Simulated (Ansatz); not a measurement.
**Y2Hf2O7 (C2/m, No. 12, 11 atoms in the cell; start mp-1101177)**

These are LDA (Ansatz, an electronic-structure program, plane waves, PAW) values and carry that method's errors.

Numerical settings: plane-wave cutoff 520 eV, 6×6×6 k mesh, Fermi–Dirac smearing 0.01 eV, scalar-relativistic PAW data made under PBE.

Cell (relaxed with PBEsol):

Space group C2/m (No. 12); a = 6.8575 Å, b = 9.4205 Å, c = 5.5167 Å, α = 90.00°, β = 99.86°, γ = 90.00°

```tsv
atom	site	symmetry	x	y	z
Y	4g	2	0.0000	0.3088	0.0000
Hf	4i	m	0.2576	0.0000	0.3994
O	8j	1	0.2321	0.1733	0.2000
O	4i	m	0.0582	0.5000	0.2699
O	2c	2/m	0.5000	0.5000	0.5000
```
(The calculation used a cell of 11 atoms; values per cell refer to that cell.)

```json
{
  "band_gap": "4.23 eV",
  "smallest_direct_gap_on_the_k_points_sampled": "4.39 eV"
}
```

Note: cell and atoms aren't relaxed at this level (pressure -3.8 GPa).

Spin–orbit coupling is not included.

A start named mp-… is a Materials Project structure, which need not be a measured phase.
